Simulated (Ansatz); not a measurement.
## W: energy against strain

W (bcc, Im-3m, 15.410 Å³/atom at rest, cube axes along x, y and z) under a strain ε along a cube axis (axis z), the other axes held. LDA in Ansatz, a plane-wave DFT program (PAW, default set), 420 eV, 29×29×29 Γ-centred mesh, Fermi-Dirac smearing 0.10 eV; ions are relaxed within the symmetry of each cell.

Here s stands for strain and y for E less E0.

```csv
strain (%),E less E0 (meV/atom)
-3.00,?
-1.50,6.24
-1.00,2.73
-0.50,0.66
0.00,0.00
0.50,0.69
1.00,2.68
1.50,5.94
```

Fit y against s with a parabola, and predict the withheld value at s = -3.00.

Least squares gives y = -0.001 - 0.0693·s + 2.7071·s². Residuals (row less fit): 0.046, -0.045, -0.050, 0.001, 0.049, 0.043, -0.046; standard error 0.057 (degrees of freedom: 4). Twice the quadratic coefficient over the volume, 2 × 2.7071 meV × 10⁴ × 0.1602 / 15.410 Å³, is the elastic constant C11 = 563 ± 5 GPa. At the withheld row, y = -0.001 - 0.0693 × (-3.0) + 2.7071 × (-3.0)² = 24.571 meV/atom. The calculation gives 25.99 meV/atom, 1.419 meV/atom above the prediction (5.5 % of the range of y in the table). The row lies outside the fitted rows, so this is an extrapolation. From the scatter of the fitted rows alone, a prediction at this place has a standard error of 0.219 meV/atom, so the miss is 6.5 times that.

One order more, fitted to all 13 runs of the series, follows each within 0.01, so the miss is the next term of a smooth law. In a metal these values are sensitive to mesh and smearing; energies are taken to zero smearing, stresses follow the free energy. Rows are the converged runs of the series near zero and its far end; series whose fitted rows scatter by over a few per cent of the range, as at a crossing or softening among them, aren't shown in this form. Most that stay on the fit to the last digits aren't either.
